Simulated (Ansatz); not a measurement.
Here is the system:

```
CELL_PARAMETERS angstrom
      4.17189     0.00000     0.00000
      2.08595     3.61296     0.00000
      0.00000     0.00000     6.48107
ATOMIC_POSITIONS crystal
  Cd 0.33333 0.33333 0.99474
  Cd 0.66667 0.66667 0.49474
  S  0.33333 0.33333 0.38226
  S  0.66667 0.66667 0.88226
```

No spin polarisation.

Level of theory: LDA/PAW in Ansatz (a quantum-chemistry and plane-wave program), scalar-relativistic without spin-orbit coupling. Settings: 9×9×5 k-points, 0.05 eV Fermi–Dirac smearing.

Q: Predict the width of the top valence band, band gap, hole mass and electron mass.

A: 
- Width of the top valence band: 1.81 eV
- Band gap: 0.97 eV
- Hole mass: 0.11 mₑ out of plane, 1.6 mₑ in plane (at Γ)
- Electron mass: 0.11 mₑ (at Γ)

The cells carry an imposed strain or load. Effective masses come from finite differences of ±0.01 Å⁻¹. Whether these cells are dynamically stable was not tested. The cell was made from CdS in the wurtzite structure (space group P6_3mc, No. 186) by this change: biaxial strain +2.40 %, plane normal [001], relaxed out of plane.
